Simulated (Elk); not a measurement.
Band structure of TiCo (Pm-3m, 2 atoms in the cell).

```
CELL_PARAMETERS angstrom
      2.95505     0.00000     0.00000
      0.00000     2.95505     0.00000
      0.00000     0.00000     2.95505
ATOMIC_POSITIONS crystal
  Ti 0.00000 0.00000 0.00000
  Co 0.50000 0.50000 0.50000
```
Moments meant for the start (each program seeds them in its own way; μB, in the order of the atoms Ti Co): 1.0 3.0.

Method: PBE, all-electron FP-LAPW, Elk's shipped species files, APW+lo basis with extra local orbitals run with Elk.

Settings: xctype = 20; spinpol = true; rgkmax = 7.5; stype = 0; swidth = 0.00367493 Ha; ngridk = 8 8 8; reducebf = 0.7; gmaxvr = 18 1/bohr; lmaxapw = 10; lmaxo = 8; nxlo = 2; lorbcnd = true; lradstp = 2; nrmtscf = 2.

The starting cell comes from a database of computed structures (which also holds hypothetical and non-ambient phases and stackings), without a prior relaxation at this level. Its lattice was rescaled by a random factor within 2.5 % of one. With one magnetic atom in the cell only a parallel order is possible. Values depend on the basis (sphere radii, cutoffs, local orbitals), which need not be converged.

Levels in eV from the Fermi level, bands 10 to 17 of the first spin channel:
```csv
point,10,11,12,13,14,15,16,17
Γ,-3.63,-1.33,-1.33,-1.33,1.14,1.14,2.96,2.96
X,-1.92,-1.41,-1.41,-0.88,-0.80,0.69,0.73,0.73
M,-2.35,-2.35,0.06,0.36,0.67,0.67,1.37,2.81
R,-2.35,-2.13,-2.13,-2.13,0.11,0.11,3.37,3.37
```

Bands cross the Fermi level along this path, so the cell is metallic at this level.

The net moment of the cell came out as 0.91 μB.
